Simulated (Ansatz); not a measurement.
AgInTe2: stress against strain

AgInTe2 (chalcopyrite, I-42d, 31.884 Å³/atom and stress up to 0.01 GPa in the relaxed cell, c along z) under a strain ε along c (axis z), the other axes held. LDA in Ansatz, a plane-wave DFT program (PAW, default set), 420 eV, 7×7×7 Γ-centred mesh, Fermi-Dirac smearing 0.05 eV; ions are relaxed, or left where forces stay under 0.02 eV/Å, within the symmetry of each cell. Stress is positive for a compressed cell.

Here s stands for strain and y for stress zz.

| strain (%) | stress zz (GPa) |
|---|---|
| -3.00 | ? |
| -1.50 | 0.95 |
| -0.75 | 0.47 |
| 0.00 | 0.00 |
| 0.75 | -0.46 |
| 1.50 | -0.91 |

Fit y of the 5 rows that show it with a straight line. Means: s 0, y 0.010. About the means, the sum of products is -3.4875 and the sum of squares of s is 5.6250; the slope is their ratio. Least squares gives y = 0.010 - 0.6200·s. Residuals (row less fit): 0.010, -0.005, -0.010, -0.005, 0.010; standard error 0.011 (degrees of freedom: 3). The slope gives the elastic constant C33 = 62.0 ± 0.5 GPa (± standard error of the fit, which holds the terms cut off).

Task: Estimate the missing y (s = -3.00); what did the run itself give?

Result: y = 0.010 - 0.6200 × (-3.00) = 1.870 GPa. The calculation gives 1.94 GPa, 0.070 GPa above the prediction (2.5 % of the range of y in the table). The row lies outside the fitted rows, so this is an extrapolation. From the scatter of the fitted rows alone, a prediction at this place has a standard error of 0.018 GPa, so the miss is 3.9 times that.

A polynomial of degree 2 through the 8 other runs of the series gives 1.94 there, so most of the miss is curvature that the fit leaves out. This level leaves no gap over 0.05 eV at strain -0.75, 0.00, 0.75, 1.50 %. The start is a measured cell from the literature; how it stands against other phases or cation orders wasn't checked. Spin-orbit coupling is left out, which can shift these values for the heavy elements here. Rows are the converged runs of the series near zero and its far end; series whose fitted rows scatter by over a few per cent of the range, as at a crossing or softening among them, aren't shown in this form, nor equations of state whose B0' disagrees with the runs' pressures. Most that stay on the fit to the last digits aren't either.
